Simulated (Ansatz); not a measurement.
Consider HfO₂ (space group P2_1/c, No. 14).

```yaml
crystal:
  lattice:
    - [5.16182, 0.00000, 0.00000]
    - [0.00000, 5.21238, 0.00000]
    - [-0.89816, 0.00000, 5.27706]
  atoms:
    - { symbol: Hf, position: [0.27574, 0.04289, 0.20837] }
    - { symbol: Hf, position: [0.72426, 0.54289, 0.29163] }
    - { symbol: Hf, position: [0.72426, 0.95711, 0.79163] }
    - { symbol: Hf, position: [0.27574, 0.45711, 0.70837] }
    - { symbol: O, position: [0.06714, 0.32863, 0.34846] }
    - { symbol: O, position: [0.93286, 0.82863, 0.15154] }
    - { symbol: O, position: [0.93286, 0.67137, 0.65154] }
    - { symbol: O, position: [0.06714, 0.17137, 0.84846] }
    - { symbol: O, position: [0.44918, 0.75721, 0.47665] }
    - { symbol: O, position: [0.55082, 0.25721, 0.02335] }
    - { symbol: O, position: [0.55082, 0.24279, 0.52335] }
    - { symbol: O, position: [0.44918, 0.74279, 0.97665] }
```

Cartesian axes are those of the cell as printed.

Computed with Ansatz (a first-principles code) PBE, no SOC, earlier PAW set.

Base values:

The pressure is 0.00 GPa.

Modification: tensile biaxial strain of 3.97 % in the plane normal to [001], as in epitaxy on a mismatched substrate; the out-of-plane cell vector and the atoms relax.

### Question
What happens to the energy relative to the base and pressure?

### Answer
The energy grows by 42 meV/atom; the pressure (mean of the normal stresses, compression positive) goes from zero to -8.89 GPa.

Whether these cells are dynamically stable was not tested.
